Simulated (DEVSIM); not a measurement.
# abrupt CdTe p-n junction

Structure: abrupt CdTe p-n junction, at 300 K.

```csv
layer (left to right),material,thickness (μm),Nd (cm⁻³),Na (cm⁻³),τn (s),τp (s)
1,CdTe,1.30,-,5.1e16,6.7e-9,6.7e-9
2,CdTe,3.30,1.9e17,-,6.7e-9,6.7e-9
```

Left contact: ohmic. Right contact: ohmic. Voltage is applied to the left contact. Recombination: SRH at mid-gap, Auger. Mobility is μmin + (μ − μmin)/(1 + (N/Nref)^α).

The device is made up for the run: typed textbook-type constants, with dimensions and the other settings drawn at random. Values at 300 K.

```csv
parameter,CdTe
gap (eV),1.5
affinity (eV),4.28
permittivity,10.2
Nc (cm⁻³),8e17
Nv (cm⁻³),1.8e19
μn (cm²/Vs),1000
μp (cm²/Vs),80
"μn,min",100
"μp,min",10
"Nref,n",1e17
"Nref,p",1e17
αn,0.6
αp,0.6
Cn (cm⁶/s),1e-30
Cp (cm⁶/s),1e-30
```

DEVSIM, 1D drift-diffusion, Boltzmann statistics, complete ionisation; no tunnelling, impact ionisation, image-force lowering or self-heating.

The potential step across the device at zero bias is 1.311 V and the largest field in the device at zero bias is 130000 V/cm. The dark forward voltage at 1 A/cm² is 1.094 V and the dark forward voltage at 100 A/cm² is 1.220 V.

Dark forward current:

(V (V), J (A/cm²)): (0.05, 1.6e-11); (0.10, 5.7e-11); (0.20, 4.6e-10); (0.25, 1.2e-9); (0.35, 9.1e-9); (0.40, 2.5e-8); (0.50, 1.8e-7); (0.55, 5.0e-7); (0.60, 1.4e-6); (0.70, 1.1e-5); (0.75, 3.0e-5); (0.85, 0.00030); (0.90, 0.0012); (0.95, 0.0056); (1.05, 0.19); (1.10, 1.3); (1.20, 53); (1.25, 260); (1.35, 1700); (1.40, 2900)

Dark reverse current:

```csv
V (V),J (A/cm²)
-0.20,-2.4e-11
-0.50,-5.0e-11
-1.00,-8.6e-11
-1.50,-1.2e-10
-2.00,-1.4e-10
-3.00,-1.9e-10
-4.00,-2.4e-10
-5.00,-2.8e-10
-6.50,-3.3e-10
-8.00,-3.8e-10
-10.00,-4.4e-10
```
